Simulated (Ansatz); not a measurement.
Si well of 8 atomic layers along [001] in random Si0.8Ge0.2, interfaces graded over 4 layers

Prepared with Tersoff's 1989 multicomponent potential (SiCGe.tersoff) (LAMMPS): minimisation. Geometry as solved with PBE, support functions at accuracy medium on the grid of 370 eV run with Ansatz (a first-principles code).

```xyz
576
Lattice="16.58 0.00 0.00 0.00 16.58 0.00 0.00 0.00 43.98" Properties=species:S:1:pos:R:3 pbc="T T T"
Si     0.01     0.01     0.02
Si     1.38     1.40     1.39
Si     2.75     2.75    -0.01
Si     4.10     4.13     1.37
Si     2.75     0.05     2.77
Si     4.11     1.37     4.19
Si    -0.01     2.77     2.76
Si     1.37     4.13     4.14
Ge    -0.05     0.05     5.55
Si     1.37     1.44     6.93
Si     2.73     2.76     5.52
Ge     4.14     4.14     6.94
Ge     2.78     0.03     8.32
Si     4.18     1.42     9.72
Si    -0.02     2.78     8.32
Si     1.37     4.15     9.69
Si    -0.01     0.01    11.07
Si     1.38     1.39    12.42
Si     2.76     2.78    11.05
Si     4.12     4.17    12.40
Si     2.73     0.02    13.82
Si     4.12     1.36    15.20
Si     0.02     2.79    13.77
Si     1.41     4.13    15.14
Si     0.03    -0.02    16.56
Si     1.39     1.38    17.91
Si     2.76     2.76    16.54
Si     4.15     4.15    17.90
Si     2.77     0.00    19.27
Si     4.15     1.38    20.63
Si     0.00     2.75    19.27
Si     1.38     4.14    20.62
Si     0.00     0.00    21.99
Si     1.39     1.38    23.35
Si     2.77     2.76    21.99
Si     4.15     4.14    23.34
Si     2.76    -0.01    24.72
Si     4.15     1.38    26.07
Si     0.00     2.76    24.71
Si     1.39     4.15    26.07
Si     0.00    -0.01    27.45
Si     1.38     1.38    28.81
Si     2.74     2.74    27.43
Ge     4.13     4.13    28.85
Si     2.76     0.04    30.20
Si     4.14     1.38    31.59
Si     0.02     2.75    30.18
Ge     1.38     4.16    31.59
Si     0.00    -0.01    33.03
Si     1.39     1.37    34.37
Si     2.76     2.72    32.97
Ge     4.14     4.14    34.36
Si     2.77    -0.02    35.72
Si     4.17     1.35    37.08
Si     0.02     2.74    35.74
Si     1.34     4.18    37.08
Si    -0.04    -0.04    38.45
Ge     1.34     1.35    39.87
Ge     2.75     2.76    38.43
Ge     4.17     4.17    39.88
Si     2.78    -0.03    41.25
Si     4.14     1.38    42.61
Si    -0.03     2.79    41.26
Si     1.38     4.15    42.61
Si    -0.01     5.51     0.01
Si     1.39     6.87     1.35
Si     2.74     8.27    -0.01
Ge     4.13     9.69     1.37
Si     2.73     5.49     2.74
Ge     4.12     6.89     4.16
Ge     0.01     8.28     2.76
Si     1.41     9.66     4.17
Si     0.02     5.50     5.55
Si     1.36     6.90     6.93
Si     2.73     8.29     5.57
Si     4.12     9.65     6.94
Si     2.73     5.55     8.33
Si     4.12     6.91     9.68
Si     0.01     8.28     8.32
Si     1.39     9.66     9.69
Si     0.00     5.54    11.06
Si     1.38     6.92    12.43
Si     2.76     8.29    11.07
Si     4.12     9.68    12.44
Si     2.76     5.54    13.79
Si     4.13     6.91    15.18
Si     0.00     8.29    13.80
Si     1.38     9.67    15.17
Ge     0.00     5.52    16.54
Si     1.40     6.93    17.93
Si     2.76     8.30    16.54
Si     4.14     9.68    17.91
Si     2.77     5.53    19.27
Si     4.15     6.91    20.62
Si     0.00     8.30    19.27
Si     1.38     9.68    20.64
Si     0.00     5.52    21.98
Si     1.40     6.88    23.32
Si     2.77     8.29    21.98
Si     4.15     9.68    23.34
Si     2.78     5.52    24.70
Si     4.13     6.94    26.06
Ge     0.00     8.29    24.71
Si     1.43     9.68    26.08
Si     0.03     5.56    27.43
Si     1.38     6.94    28.82
Si     2.78     8.30    27.46
Si     4.14     9.67    28.83
Si     2.76     5.58    30.21
Si     4.15     6.94    31.58
Si     0.00     8.30    30.21
Si     1.38     9.68    31.58
Si    -0.01     5.57    32.97
Si     1.39     6.92    34.31
Si     2.76     8.30    32.95
Si     4.11     9.67    34.36
Si     2.72     5.56    35.72
Si     4.11     6.91    37.09
Ge    -0.01     8.31    35.72
Si     1.41     9.70    37.12
Si    -0.02     5.53    38.49
Si     1.37     6.91    39.85
Si     2.75     8.29    38.48
Si     4.09     9.65    39.88
Si     2.73     5.55    41.24
Si     4.12     6.91    42.60
Si     0.02     8.27    41.25
Si     1.37     9.67    42.61
Si    -0.01    11.05     0.00
Si     1.33    12.40     1.42
Ge     2.72    13.79    -0.01
Ge     4.15    15.25     1.38
Si     2.73    11.06     2.79
Si     4.15    12.38     4.16
Si    -0.04    13.81     2.74
Ge     1.37    15.20     4.12
Ge     0.00    11.06     5.54
Si     1.41    12.42     6.96
Ge     2.81    13.80     5.57
Si     4.20    15.22     6.94
Si     2.77    11.03     8.33
Si     4.12    12.44     9.69
Ge     0.01    13.85     8.30
Si     1.38    15.22     9.72
Si     0.03    11.01    11.10
Si     1.38    12.43    12.45
Si     2.73    13.80    11.06
Ge     4.15    15.20    12.44
Si     2.76    11.06    13.82
Si     4.15    12.44    15.18
Si     0.00    13.82    13.80
Si     1.38    15.19    15.17
Si     0.00    11.06    16.54
Si     1.38    12.44    17.90
Si     2.76    13.82    16.54
Si     4.14    15.20    17.91
Si     2.76    11.06    19.27
Si     4.15    12.44    20.63
Si     0.00    13.82    19.26
Si     1.38    15.20    20.63
Si     0.00    11.07    21.99
Si     1.38    12.44    23.35
Si     2.76    13.82    21.99
Si     4.15    15.20    23.35
Si     2.78    11.06    24.71
Si     4.14    12.44    26.08
Si     0.00    13.83    24.70
Si     1.37    15.20    26.08
Ge     0.00    11.06    27.45
Si     1.39    12.45    28.85
Si     2.74    13.80    27.43
Ge     4.14    15.21    28.82
Si     2.76    11.05    30.20
Si     4.12    12.43    31.58
Si    -0.01    13.80    30.20
Ge     1.38    15.20    31.61
Si     0.00    11.06    32.95
Si     1.37    12.43    34.34
Si     2.77    13.79    32.99
Si     4.13    15.19    34.34
Si     2.76    11.07    35.72
Si     4.12    12.48    37.07
Si     0.01    13.81    35.72
Si     1.38    15.20    37.09
Si     0.03    11.09    38.46
Si     1.39    12.45    39.86
Si     2.76    13.84    38.48
Si     4.16    15.20    39.85
Si     2.74    11.05    41.24
Si     4.16    12.42    42.57
Si     0.00    13.82    41.22
Si     1.35    15.22    42.59
Si     5.56     0.03    -0.02
Si     6.94     1.37     1.37
Si     8.31     2.75     0.02
Si     9.72     4.11     1.36
Si     8.29    -0.01     2.74
Ge     9.68     1.38     4.16
Ge     5.52     2.75     2.78
Si     6.91     4.12     4.21
Si     5.53     0.02     5.54
Si     6.90     1.37     6.93
Si     8.28     2.76     5.58
Si     9.67     4.14     6.93
Si     8.27    -0.02     8.27
Ge     9.65     1.41     9.65
Si     5.56     2.74     8.33
Si     6.91     4.14     9.68
Si     5.57     0.02    11.05
Si     6.95     1.37    12.42
Si     8.28     2.80    11.08
Si     9.69     4.14    12.45
Si     8.30    -0.01    13.81
Si     9.68     1.38    15.17
Ge     5.52     2.76    13.80
Si     6.93     4.15    15.20
Si     5.52    -0.01    16.55
Si     6.91     1.38    17.90
Si     8.30     2.75    16.55
Si     9.68     4.14    17.91
Si     8.29    -0.01    19.26
Si     9.67     1.38    20.63
Si     5.53     2.76    19.26
Si     6.91     4.14    20.62
Si     5.53     0.00    21.99
Si     6.91     1.38    23.34
Si     8.29     2.76    21.98
Si     9.68     4.13    23.34
Si     8.29     0.00    24.70
Si     9.66     1.38    26.08
Si     5.53     2.75    24.70
Si     6.93     4.12    26.05
Si     5.55     0.02    27.43
Si     6.92     1.38    28.82
Si     8.29     2.76    27.45
Si     9.64     4.12    28.85
Si     8.31     0.01    30.17
Si     9.67     1.37    31.58
Si     5.55     2.73    30.23
Si     6.91     4.15    31.56
Si     5.48    -0.01    32.97
Ge     6.91     1.38    34.33
Si     8.29     2.77    32.92
Ge     9.68     4.15    34.35
Si     8.31    -0.02    35.73
Si     9.67     1.37    37.09
Si     5.55     2.76    35.77
Si     6.92     4.14    37.12
Si     5.53     0.00    38.48
Si     6.92     1.37    39.86
Si     8.30     2.74    38.48
Si     9.69     4.11    39.84
Si     8.30     0.01    41.23
Si     9.68     1.38    42.61
Si     5.55     2.73    41.25
Si     6.89     4.09    42.65
Si     5.47     5.48    -0.02
Ge     6.86     6.88     1.37
Ge     8.31     8.31    -0.02
Si     9.67     9.69     1.43
Ge     8.31     5.47     2.79
Ge     9.71     6.93     4.21
Si     5.51     8.29     2.77
Ge     6.92     9.68     4.17
Si     5.56     5.53     5.55
Si     6.90     6.90     6.94
Si     8.29     8.29     5.61
Si     9.67     9.66     6.96
Si     8.27     5.50     8.29
Ge     9.68     6.89     9.69
Si     5.50     8.26     8.29
Ge     6.89     9.68     9.69
Si     5.50     5.51    11.02
Ge     6.90     6.89    12.44
Si     8.30     8.31    11.09
Si     9.67     9.71    12.42
Si     8.32     5.50    13.84
Si     9.67     6.89    15.20
Si     5.47     8.30    13.81
Ge     6.91     9.68    15.18
Si     5.53     5.53    16.54
Si     6.90     6.90    17.92
Si     8.30     8.26    16.57
Si     9.66     9.65    17.93
Si     8.29     5.52    19.27
Si     9.67     6.90    20.63
Si     5.53     8.30    19.27
Si     6.91     9.68    20.63
Si     5.53     5.53    21.98
Si     6.90     6.91    23.34
Si     8.29     8.29    21.99
Si     9.67     9.69    23.35
Si     8.28     5.51    24.68
Ge     9.65     6.93    26.07
Si     5.53     8.30    24.70
Si     6.90     9.68    26.08
Ge     5.56     5.55    27.43
Si     6.93     6.94    28.86
Si     8.27     8.34    27.49
Si     9.69     9.68    28.84
Si     8.29     5.53    30.21
Si     9.68     6.91    31.57
Si     5.53     8.31    30.20
Si     6.93     9.66    31.56
Si     5.52     5.52    32.91
Ge     6.90     6.90    34.33
Si     8.30     8.28    32.91
Ge     9.72     9.66    34.30
Si     8.29     5.53    35.77
Si     9.70     6.90    37.11
Si     5.46     8.28    35.71
Ge     6.90     9.64    37.10
Si     5.52     5.55    38.43
Ge     6.89     6.94    39.84
Si     8.35     8.30    38.47
Si     9.69     9.69    39.85
Ge     8.30     5.49    41.25
Si     9.73     6.90    42.60
Si     5.48     8.32    41.25
Si     6.89     9.70    42.57
Si     5.55    11.08    -0.03
Si     6.94    12.43     1.35
Si     8.29    13.84    -0.01
Si     9.68    15.21     1.38
Si     8.30    11.08     2.75
Si     9.67    12.47     4.09
Ge     5.56    13.79     2.79
Si     6.91    15.26     4.15
Si     5.48    11.03     5.56
Ge     6.89    12.43     6.94
Ge     8.32    13.87     5.52
Si     9.72    15.23     6.95
Si     8.33    11.06     8.33
Si     9.69    12.45     9.69
Si     5.51    13.84     8.35
Si     6.92    15.21     9.68
Si     5.49    11.09    11.09
Si     6.90    12.45    12.42
Si     8.29    13.82    11.06
Si     9.65    15.17    12.46
Si     8.30    11.09    13.77
Si     9.65    12.46    15.16
Si     5.55    13.80    13.83
Si     6.91    15.21    15.18
Si     5.51    11.08    16.57
Si     6.91    12.45    17.91
Si     8.28    13.83    16.54
Si     9.67    15.20    17.90
Si     8.28    11.06    19.27
Si     9.67    12.44    20.62
Si     5.52    13.82    19.27
Si     6.91    15.20    20.63
Si     5.53    11.06    21.99
Si     6.91    12.44    23.36
Si     8.29    13.82    21.99
Si     9.67    15.20    23.34
Si     8.29    11.06    24.73
Si     9.68    12.44    26.08
Si     5.53    13.82    24.72
Si     6.92    15.21    26.07
Si     5.50    11.04    27.43
Ge     6.91    12.42    28.83
Si     8.30    13.84    27.43
Si     9.67    15.19    28.81
Si     8.33    11.03    30.23
Si     9.68    12.43    31.60
Si     5.50    13.79    30.22
Ge     6.91    15.20    31.58
Ge     5.54    11.05    32.97
Si     6.91    12.50    34.35
Si     8.33    13.82    32.98
Si     9.69    15.19    34.36
Ge     8.31    11.11    35.71
Si     9.75    12.45    37.11
Si     5.52    13.85    35.72
Si     6.89    15.23    37.08
Ge     5.48    11.08    38.51
Si     6.91    12.45    39.89
Ge     8.30    13.83    38.48
Si     9.68    15.26    39.85
Si     8.29    11.05    41.22
Si     9.63    12.45    42.60
Si     5.53    13.83    41.23
Si     6.92    15.22    42.59
Si    11.05     0.02     0.02
Si    12.44     1.39     1.39
Si    13.82     2.77     0.02
Si    15.20     4.14     1.39
Si    13.81     0.01     2.76
Si    15.16     1.43     4.12
Si    11.10     2.78     2.76
Si    12.45     4.14     4.17
Si    11.10     0.00     5.56
Si    12.46     1.39     6.92
Si    13.82     2.77     5.54
Si    15.20     4.14     6.93
Si    13.81     0.01     8.31
Si    15.21     1.38     9.68
Si    11.09     2.79     8.27
Si    12.46     4.12     9.68
Ge    11.07    -0.01    11.08
Si    12.47     1.40    12.46
Si    13.84     2.76    11.06
Si    15.21     4.15    12.42
Si    13.81    -0.02    13.80
Ge    15.21     1.39    15.18
Si    11.07     2.76    13.82
Si    12.44     4.15    15.18
Si    11.05     0.00    16.54
Si    12.43     1.38    17.91
Si    13.79     2.78    16.57
Si    15.18     4.13    17.93
Si    13.82     0.00    19.27
Si    15.20     1.38    20.63
Si    11.05     2.76    19.28
Si    12.44     4.15    20.63
Si    11.06     0.00    21.99
Si    12.44     1.38    23.35
Si    13.82     2.77    21.99
Si    15.21     4.15    23.35
Si    13.82     0.00    24.71
Si    15.22     1.37    26.07
Si    11.05     2.75    24.71
Si    12.46     4.12    26.05
Si    11.02    -0.02    27.42
Ge    12.43     1.37    28.81
Si    13.83     2.76    27.40
Ge    15.21     4.16    28.81
Si    13.84    -0.03    30.19
Ge    15.20     1.37    31.60
Si    11.01     2.76    30.21
Ge    12.42     4.17    31.59
Si    11.03     0.01    32.99
Si    12.43     1.36    34.36
Si    13.78     2.75    32.99
Ge    15.19     4.15    34.36
Si    13.82    -0.01    35.72
Si    15.20     1.37    37.09
Si    11.08     2.74    35.75
Si    12.44     4.14    37.10
Si    11.05    -0.01    38.44
Ge    12.44     1.40    39.82
Si    13.86     2.79    38.45
Si    15.20     4.16    39.86
Ge    13.86    -0.02    41.25
Si    15.23     1.41    42.65
Si    11.05     2.77    41.25
Si    12.45     4.14    42.60
Si    11.07     5.50    -0.01
Ge    12.46     6.89     1.39
Si    13.87     8.28     0.00
Si    15.20     9.70     1.37
Si    13.85     5.48     2.80
Si    15.23     6.84     4.16
Si    11.05     8.31     2.76
Ge    12.46     9.69     4.12
Si    11.09     5.50     5.58
Si    12.43     6.87     6.97
Ge    13.85     8.23     5.56
Si    15.23     9.64     6.95
Si    13.84     5.52     8.32
Si    15.21     6.91     9.68
Si    11.07     8.29     8.30
Si    12.41     9.64     9.71
Si    11.09     5.48    11.07
Si    12.47     6.87    12.41
Si    13.83     8.28    11.05
Si    15.20     9.66    12.43
Si    13.83     5.52    13.80
Si    15.19     6.92    15.15
Ge    11.07     8.28    13.79
Si    12.49     9.68    15.17
Si    11.06     5.52    16.55
Si    12.44     6.91    17.90
Si    13.83     8.29    16.54
Si    15.21     9.68    17.90
Si    13.82     5.53    19.28
Si    15.21     6.91    20.63
Si    11.06     8.28    19.27
Si    12.44     9.68    20.62
Si    11.06     5.53    22.00
Si    12.45     6.91    23.35
Si    13.82     8.29    21.98
Si    15.18     9.70    23.33
Si    13.82     5.53    24.71
Si    15.18     6.90    26.11
Si    11.08     8.32    24.69
Si    12.45     9.68    26.09
Ge    11.08     5.50    27.49
Si    12.46     6.94    28.86
Si    13.82     8.30    27.47
Si    15.18     9.66    28.85
Si    13.84     5.58    30.22
Si    15.21     6.94    31.60
Si    11.06     8.30    30.21
Si    12.45     9.68    31.58
Si    11.06     5.59    32.98
Si    12.46     6.93    34.35
Si    13.82     8.31    32.96
Si    15.18     9.71    34.32
Si    13.79     5.55    35.75
Si    15.17     6.90    37.12
Si    11.09     8.27    35.74
Si    12.45     9.67    37.10
Si    11.06     5.50    38.48
Si    12.44     6.89    39.84
Si    13.80     8.27    38.47
Ge    15.22     9.68    39.85
Si    13.82     5.53    41.23
Si    15.22     6.89    42.60
Si    11.05     8.27    41.19
Ge    12.47     9.67    42.58
Ge    11.05    11.10     0.04
Si    12.47    12.50     1.41
Si    13.84    13.84     0.02
Si    15.20    15.23     1.39
Si    13.85    11.10     2.74
Si    15.18    12.47     4.14
Si    11.07    13.86     2.76
Si    12.44    15.22     4.15
Ge    11.02    11.09     5.54
Si    12.42    12.49     6.92
Si    13.80    13.84     5.52
Si    15.15    15.22     6.91
Ge    13.79    11.03     8.29
Ge    15.21    12.42     9.74
Si    11.07    13.84     8.32
Si    12.47    15.19     9.68
Si    11.06    11.07    11.06
Si    12.43    12.44    12.44
Si    13.80    13.84    11.10
Si    15.20    15.21    12.44
Si    13.84    11.06    13.79
Si    15.20    12.44    15.17
Si    11.05    13.81    13.81
Si    12.43    15.20    15.17
Ge    11.05    11.06    16.54
Si    12.46    12.47    17.93
Si    13.83    13.83    16.53
Si    15.21    15.20    17.91
Si    13.83    11.06    19.27
Si    15.21    12.44    20.63
Si    11.06    13.83    19.27
Si    12.44    15.21    20.63
Si    11.05    11.06    21.98
Si    12.43    12.44    23.34
Si    13.82    13.82    21.98
Si    15.20    15.20    23.35
Si    13.81    11.06    24.70
Si    15.20    12.44    26.04
Si    11.04    13.82    24.70
Si    12.41    15.22    26.05
Si    11.05    11.05    27.45
Si    12.41    12.41    28.85
Ge    13.80    13.82    27.45
Si    15.23    15.20    28.83
Si    13.82    11.05    30.21
Si    15.20    12.43    31.58
Si    11.02    13.79    30.19
Ge    12.43    15.18    31.60
Si    11.11    11.09    32.94
Si    12.46    12.44    34.35
Si    13.86    13.80    32.99
Si    15.21    15.19    34.37
Si    13.82    11.05    35.72
Si    15.21    12.43    37.08
Si    11.09    13.82    35.71
Si    12.45    15.20    37.09
Si    11.09    11.05    38.48
Si    12.47    12.43    39.82
Si    13.83    13.81    38.45
Si    15.21    15.15    39.82
Si    13.85    11.11    41.22
Si    15.22    12.46    42.61
Ge    11.06    13.83    41.23
Si    12.44    15.21    42.66
```
